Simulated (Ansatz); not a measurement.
We consider MgZnO₂ (R-3m, No. 166, 4 atoms in the cell; start mp-1221939), described by PBEsol in Ansatz (PAW).

Run with plane-wave cutoff 520 eV, 14×14×14 k mesh, Fermi–Dirac smearing 0.01 eV, scalar-relativistic PAW data made under PBE.

Cell (relaxed at this level):

```
MgZnO2
1.0
    1.50283     0.86766     4.86936
   -1.50283     0.86766     4.86936
    0.00000    -1.73532     4.86936
Mg Zn O
1 1 2
Cartesian
  0.00000   0.00000   0.00000
  0.00000   0.00000   7.30404
  0.00000   0.00000   3.68205
  0.00000   0.00000  10.92603
```

### Question
Predict the band gap and bulk modulus.

### Answer

band gap: 2.58 eV (on the SCF k mesh)
bulk modulus: 172 GPa

Note: the relaxation could not lower the start's symmetry, so the cell can be a saddle point above a distorted one; the bulk modulus is −V dP/dV from two relaxed cells at ±2 % in volume.

The computed numbers hold no vibrational or temperature effects.

It cost about 100 core-seconds (a rough figure) of CPU time.

A start named mp-… is a Materials Project structure, which need not be a measured phase.

Ansatz is a quantum-chemistry and plane-wave program.
